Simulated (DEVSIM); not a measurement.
Device: Schottky contact on n-type ZnO, at 300 K.

Layer 1 from the left is ZnO, thickness (μm) 1.10, Nd (cm⁻³) 2.5e16, τn (s) 5.4e-10, τp (s) 5.4e-10.

Left contact: Schottky, work function 5.61 eV, emission velocity 3.6e6 cm/s. Right contact: ohmic. Voltage is applied to the left contact. Recombination: SRH at mid-gap, radiative. Mobility is constant in doping.

Constants are typed, rounded textbook-type inputs, not results; the design itself was drawn at random and stands for no fabricated device. Values at 300 K.

ZnO: gap (eV) 3.37, affinity (eV) 4.5, permittivity 8.7, Nc (cm⁻³) 3.7e18, Nv (cm⁻³) 1.8e19, μn (cm²/Vs) 200, μp (cm²/Vs) 20, B (cm³/s) 1e-10.

Simulated with DEVSIM: 1D drift-diffusion, Boltzmann statistics, complete ionisation; no tunnelling, impact ionisation, image-force lowering or self-heating. Metal contacts follow the ideal Schottky-Mott rule: no Fermi-level pinning, no interface dipoles.

Dark forward current:

```csv
|V| (V),|J| (A/cm²)
0.05,2.395e-12
0.10,1.887e-11
0.15,1.323e-10
0.20,9.121e-10
0.25,6.273e-9
0.30,4.310e-8
0.35,2.959e-7
0.40,2.029e-6
0.45,1.390e-5
0.50,9.504e-5
0.55,0.0006486
0.60,0.004414
0.65,0.02991
0.70,0.2014
0.75,1.336
0.80,8.453
0.85,44.87
0.90,157.8
0.95,357.1
1.00,612.5
1.05,900.0
1.10,1207
1.15,1526
1.20,1854
1.25,2188
```

Problem. Work out the local ideality factor n = ΔV / (kT/q · ln(J2/J1)) between the rows 0.15 and 0.20 V, 1.20 and 1.25 V.

Solution. kT/q = 25.85 mV. From 0.15 to 0.20 V: ln(9.121e-10/1.323e-10) = 1.931, n = 1.00, near the 1 of diffusion or emission over a barrier. From 1.20 to 1.25 V: ln(2188/1854) = 0.166, n = 11.68; the layers' resistance at their doping, Σ W/(qμN) = 0.00014 Ω cm², would take 46 mV of this step of 50 mV.

Problem. Estimate the current at 0.45 V for emission alone, J0 = q v N_band exp(−φB/kT), and read the barrier back from the simulated current.

Solution. φB = 1.110 eV, N_band = 3.70e18 cm⁻³, J0 = 4.79e-13 A/cm²; J = J0 (exp(qV/kT) − 1) = 1.74e-5 A/cm². The simulation gives 1.39e-5 A/cm²; the estimate lies 25 % above. Read backwards, the simulated current gives an apparent barrier of 1.116 eV. The estimate leaves out transport through the depletion region and minority injection.
